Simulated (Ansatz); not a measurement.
Output of an Ansatz run (abridged):

```
WARN ansatz: RAYON_NUM_THREADS=1 ignored (pool sized by the plan → 1); use --threads N
Pseudopotentials: kind: paw
Pseudopotential: Ta, paw, valence charge 13
Pseudopotential: Os, paw, valence charge 16
Crystal: 4 atoms, lattice volume = 59.466 Å³
Basis set: ecut = 420 eV, 1189 PW (Γ)
Bands: 37, of which v1, the nominal top of the filled ones, is band 31 counted from 1 (30 counted from 0)
Symmetry: 8 space group operations
Space group: P4mm (ITA 99), of the structure as read, at distance tolerance 3.9e-5 Å
k-points: 40 of 343 (time reversal used)
PAW frozen core: Ta, regenerated for the run's functional, and the local potential with it
PAW frozen core: Os, regenerated for the run's functional, and the local potential with it
Initial density: superposition of atomic densities (neutral atoms: chi_scale 0, normalization atom), corrected by the library's trained network
Initial wavefunctions: pseudopotential atomic-orbital guess
Eigensolver: davidson
Functional: x = slater, c = lda
SCF iter   1: F=—  HF=-43038.553355 eV  |F-HF|=—  |Δ(HF+E_count)|=         —  Δρ=9.64e-3  dr2=3.76e-2  ethr=1.77e-3  ⟨swp⟩=5.2  Hψ=4997  notcnv=0
all-band conjugate gradients solve this SCF's bands
preconditioner: auto → Kerker (q_TF=auto, 2.740 Å⁻¹)
SCF iter   2: F=—  HF=-43038.547796 eV  |F-HF|=—  |Δ(HF+E_count)|=   5.56e-3  Δρ=5.15e-3  dr2=1.31e-2  ethr=6.17e-5  ⟨swp⟩=1.8  Hψ=1940  notcnv=0
SCF iter   3: F=—  HF=-43038.544322 eV  |F-HF|=—  |Δ(HF+E_count)|=   3.47e-3  Δρ=6.58e-4  dr2=3.12e-4  ethr=2.15e-5  ⟨swp⟩=2.0  Hψ=1939  notcnv=0
SCF iter   4: F=—  HF=-43038.544238 eV  |F-HF|=—  |Δ(HF+E_count)|=   8.42e-5  Δρ=1.20e-4  dr2=4.66e-6  ethr=5.11e-7  ⟨swp⟩=2.0  Hψ=1972  notcnv=0
SCF iter   5: F=—  HF=-43038.544237 eV  |F-HF|=—  |Δ(HF+E_count)|=   1.56e-6  Δρ=2.78e-5  dr2=4.16e-7  ethr=7.64e-9  ⟨swp⟩=2.5  Hψ=2096  notcnv=0
SCF iter   6: F=-43038.544237 eV  HF=-43038.544237 eV  |F-HF|=5.46e-9  |Δ(HF+E_count)|=   9.74e-8  Δρ=4.58e-6  dr2=1.12e-8  ethr=1.64e-10  ⟨swp⟩=7.5  Hψ=5450  notcnv=0
SCF 1 converged in 6 iterations: F = -43038.544237 eV  dr2 = 1.12e-8
SCF converged after 6 iterations
Free energy (F): -43038.544237 eV
Harris-Foulkes:  -43038.544237 eV  (|F-HF|=5.46e-9)
Internal energy: -43038.526905 eV  (E = F + TS)
E sigma→0 (E₀):  -43038.535571 eV
Entropy (-TS):   -0.017331 eV (-4.333 meV/atom)
Fermi energy:    23.355184 eV
--- Per-component energies (eV) ---
  E_band       = -338.394537
  E_kinetic    = 2055.618411
  E_local      = -3056.151221  (includes V_loc(G=0)·N_el)
  E_nonlocal   = 35.919353
  E_hartree    = 1224.475290
  E_xc         = -1013.259210
  E_vxc        = -1057.264503  (∫ρ·V_xc dr)
  E_paw        = -34391.921250  (= ΣΔE_a)
  E_vpaw       = -765.468520  (= ΣTr[D̂ρ^β])
  E_aug_tail   = -0.000155  (compensation charges beyond the density's cutoff)
  E_ewald      = -7894.555228
  E_core_change = 1.347105  (= ΣΔE_core)
  E_smearing   = -0.017331  (= −TS)
  E_closure    = 0.000000  (closes the sum)
  Σ components = -43038.544237   (vs F -43038.544237, Δ=0.00e0)
--- Forces (eV/Å), atoms counted from 1 ---
  atom   1  Ta    -0.00000000     0.00000000    -0.50125731
  atom   2  Os     0.00000000     0.00000000     0.28046024
  atom   3  Os     0.00000000     0.00000000     0.28046024
  atom   4  Os    -0.00000000     0.00000000    -0.05965319
  max |Σ_I F_I| component: 9.98e-6 eV/Å
--- Stress (GPa, compression-positive) ---
       -8.884229       0.000000       0.000000
        0.000000      -8.884229       0.000000
        0.000000       0.000000      -8.898196
  P = ⅓ Tr σ = -8.8889 GPa (-88.889 kbar)
  The stress holds the Pulay correction. Without it, at fixed plane waves, as pw.x and ABINIT print it: P = -8.9337 GPa
--- Band table (eV; the first three rows and the last of 40) ---
  k-point 0: bands = ["-62.5212", "-62.4441", "-62.4440", "-44.1217", "-22.2101", "-22.2098", "-22.2098", "-21.7791", "-21.7785", "-21.7785", "-21.6086", "-21.6082", "-21.6082", "-10.6606", "-10.6599", "-10.6599", "13.5554", "16.7614", "16.8473", [...]
  k-point 1: bands = ["-62.5178", "-62.4473", "-62.4441", "-44.1218", "-22.1931", "-22.1931", "-22.1820", "-21.7841", "-21.7841", "-21.7812", "-21.6396", "-21.6197", "-21.6197", "-10.6752", "-10.6637", "-10.6637", "13.8702", "16.9358", "17.0511", [...]
  k-point 2: bands = ["-62.5087", "-62.4564", "-62.4440", "-44.1218", "-22.1503", "-22.1503", "-22.1027", "-21.8032", "-21.8032", "-21.7859", "-21.7251", "-21.6442", "-21.6442", "-10.7078", "-10.6724", "-10.6724", "14.7573", "17.2171", "17.6672", [...]
  k-point 39: bands = ["-62.4720", "-62.4683", "-62.4681", "-44.1207", "-22.4240", "-22.0979", "-22.0969", "-22.0966", "-21.6960", "-21.6958", "-21.5857", "-21.5853", "-21.5830", "-10.6839", "-10.6770", "-10.6768", "16.6569", "16.8329", "16.8343", [...]
```

The structure:

```xyz
4
Lattice="3.9032 0.0000 0.0000 0.0000 3.9032 0.0000 0.0000 0.0000 3.9032" Properties=species:S:1:pos:R:3 pbc="T T T"
Ta     0.0000     0.0000     0.0500
Os     0.0000     1.9516     1.9516
Os     1.9516     0.0000     1.9516
Os     1.9516     1.9516     0.0000
```

**Question.** What input produced this log?

**Answer.** Other spellings and defaults could give the same log, and not every line can be read from it. The input that was run (DFT, LDA (PW92), plane waves, default PAW files made with PBE):

Ansatz 0.2 input:
```yaml
crystal:
  lattice:
    - [3.90322500, 0.00000000, 0.00000000]
    - [0.00000000, 3.90322500, 0.00000000]
    - [0.00000000, 0.00000000, 3.90322500]
  atoms:
    - { symbol: Ta, position: [0.00000000, 0.00000000, 0.01281000] }
    - { symbol: Os, position: [0.00000000, 0.50000000, 0.50000000] }
    - { symbol: Os, position: [0.50000000, 0.00000000, 0.50000000] }
    - { symbol: Os, position: [0.50000000, 0.50000000, 0.00000000] }
basis:
  ecutwfc: 420.0
kpoints:
  mp_grid:
    grid: [7, 7, 7]
hamiltonian:
  xc: lda
  pseudopotentials:
    kind: paw
scf:
  occupations:
    method: gaussian
    width: 0.1
output:
  forces: true
  eigenvalues: true
  stress: true
```

The starting cell comes from a database of computed structures (which also holds hypothetical and non-ambient phases and stackings), without a prior relaxation at this level. Its lattice was rescaled by up to half a per cent. One atom was moved a little off its site on purpose. Spin-orbit coupling is off. Spin polarisation is off. With a pressure of about -9 GPa the cell is away from its equilibrium volume at this level. Ansatz's pressure includes its estimate of the finite-basis (Pulay) stress.

Ansatz is a first-principles code.
